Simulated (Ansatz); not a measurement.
InGaN2 (P3m1, No. 156, 4 atoms in the cell; start mp-1223660) was calculated with r²SCAN in Ansatz (PAW).

Numerical settings: plane-wave cutoff 560 eV, 12×12×6 k mesh (along the axes of the cell as run), Fermi–Dirac smearing 0.01 eV, scalar-relativistic PAW data made under PBE.

Cell (relaxed with PBEsol):

Space group P3m1 (No. 156); a = 3.353 Å, b = 3.353 Å, c = 5.500 Å, α = 90.00°, β = 90.00°, γ = 120.00°

```
atom  site  symmetry       x       y       z
----  ----  --------  ------  ------  ------
In      1a       3m.  0.0000  0.0000  0.9971
Ga      1c       3m.  0.6667  0.3333  0.4959
N       1c       3m.  0.6667  0.3333  0.1460
N       1a       3m.  0.0000  0.0000  0.6026
```

Question: Give the computed band gap.

Answer: 
* **band gap**: 0.67 eV

Note: cell and atoms aren't relaxed at this level (largest force component 0.07 eV/Å, pressure 0.7 GPa).

Spin–orbit coupling is not included.

Static lattice: no zero-point or thermal effects.

Cost on a shared machine: very roughly 25 core-seconds.

A start named mp-… is a Materials Project structure, which need not be a measured phase.

Ansatz is a quantum-chemistry and plane-wave program.
